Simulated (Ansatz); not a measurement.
Results of PBEsol in Ansatz (plane waves, PAW) for CsCl-type NiAl.

Numerical settings: plane-wave cutoff 520 eV, 22×22×22 k mesh, Fermi–Dirac smearing 0.072 eV (set by the program), no spin polarisation, scalar-relativistic PAW data made under PBE.

Cell (relaxed at this level):

```
CELL_PARAMETERS angstrom
      2.86227     0.00000     0.00000
      0.00000     2.86227     0.00000
      0.00000     0.00000     2.86227
ATOMIC_POSITIONS crystal
  Al 0.50000 0.50000 0.50000
  Ni 0.00000 0.00000 0.00000
```

Predict the elastic constant C11, Poisson ratio, Voigt–Reuss–Hill bulk modulus, elastic constant C12 and elastic constant C44.


- elastic constant C11 = 225 GPa
- Poisson ratio = 0.301
- Voigt–Reuss–Hill bulk modulus = 173 GPa
- elastic constant C12 = 147 GPa
- elastic constant C44 = 128 GPa

Elastic constants are with the ions relaxed.

Static lattice: no zero-point or thermal effects.

It cost about 3 core-minutes (a rough figure) of CPU time.

Ansatz is a quantum-chemistry and plane-wave program.
